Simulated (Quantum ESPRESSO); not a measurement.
A self-consistent single point of Mn3Si (I4mm, 4 atoms in the cell) with Quantum ESPRESSO.

Method: LDA (PZ), PSlibrary ultrasoft (LDA) pseudopotentials (plane waves; Quantum ESPRESSO 7.5).

```xyz
4
Lattice="0.0000 2.8304 2.8304 2.8304 0.0000 2.8304 2.8304 2.8304 0.0000" Properties=species:S:1:pos:R:3 pbc="T T T"
Mn     1.4152     1.4152     1.4152
Mn     4.2456     4.2456     4.2456
Mn     2.8304     2.8304     2.8804
Si     0.0000     0.0000     0.0000
```
Moments meant for the start (each program seeds them in its own way; μB, in the order of the atoms Mn Mn Mn Si): 4.0 4.0 4.0 0.0.

Reference input (self-consistent single point, DFT, LDA (PZ), plane waves, GBRV 1.5 ultrasoft (LDA) pseudopotentials): ecutwfc = 50 Ry; ecutrho = 400 Ry; occupations = smearing; smearing = gaussian; degauss = 0.0073499 Ry; nspin = 2; potentials = {Mn: mn_lda_v1.5.uspp.F.UPF, Si: si_lda_v1.uspp.F.UPF}; K_POINTS = automatic 4 4 4 0 0 0; conv_thr = 1e-11 Ry; mixing_beta = 0.4. This run's input differs from it in these lines:

```diff
@@ -11,4 +11,4 @@
    ntyp = 2,
-   ecutwfc = 50,
-   ecutrho = 400,
+   ecutwfc = 46,
+   ecutrho = 460,
    occupations = 'smearing',
@@ -24,4 +24,4 @@
 ATOMIC_SPECIES
-Mn    54.9380  mn_lda_v1.5.uspp.F.UPF
-Si    28.0850  si_lda_v1.uspp.F.UPF
+Mn    54.9380  Mn.pz-spn-rrkjus_psl.1.0.0.UPF
+Si    28.0850  Si.pz-n-rrkjus_psl.1.0.0.UPF
 CELL_PARAMETERS angstrom
```

The program printed (abridged):

```
     Self-consistent Calculation

     iteration #  1     ecut=    46.00 Ry     beta= 0.40

     Threshold (ethr) on eigenvalues was too large:
     Diagonalizing with lowered threshold

     total energy              =    -638.96789704 Ry
     estimated scf accuracy    <       0.29046177 Ry

     total magnetization       =     7.74 Bohr mag/cell
     absolute magnetization    =     7.98 Bohr mag/cell

     iteration #  2     ecut=    46.00 Ry     beta= 0.40

     total energy              =    -638.81055342 Ry
     estimated scf accuracy    <       5.60221882 Ry

     total magnetization       =     4.00 Bohr mag/cell
   [... lines left out ...]

     negative rho (up, down):  2.178E+00 5.980E+00

     total energy              =    -740.63182226 Ry
     estimated scf accuracy    < 9235878.41658032 Ry

     total magnetization       =     1.97 Bohr mag/cell
     absolute magnetization    =  8184.70 Bohr mag/cell

     iteration #100     ecut=    46.00 Ry     beta= 0.40

     negative rho (up, down):  1.433E+00 7.990E+00

     total energy              =    -756.66158558 Ry
     estimated scf accuracy    < 6488856.25765354 Ry

     total magnetization       =    -1.83 Bohr mag/cell
     absolute magnetization    =  4282.85 Bohr mag/cell
     End of self-consistent calculation

     convergence NOT achieved after 100 iterations: stopping

   JOB DONE.
```

The run ended unconverged after 100 iterations.  The full log also holds: “c_bands:  1 eigenvalues not converged”. The full log also holds: “c_bands:  4 eigenvalues not converged”.

The starting cell comes from a database of computed structures (which also holds hypothetical and non-ambient phases and stackings), without a prior relaxation at this level. Its lattice was rescaled by up to half a per cent. One atom was moved a little off its site on purpose.

Cost on one core of a shared machine: roughly 9 min.
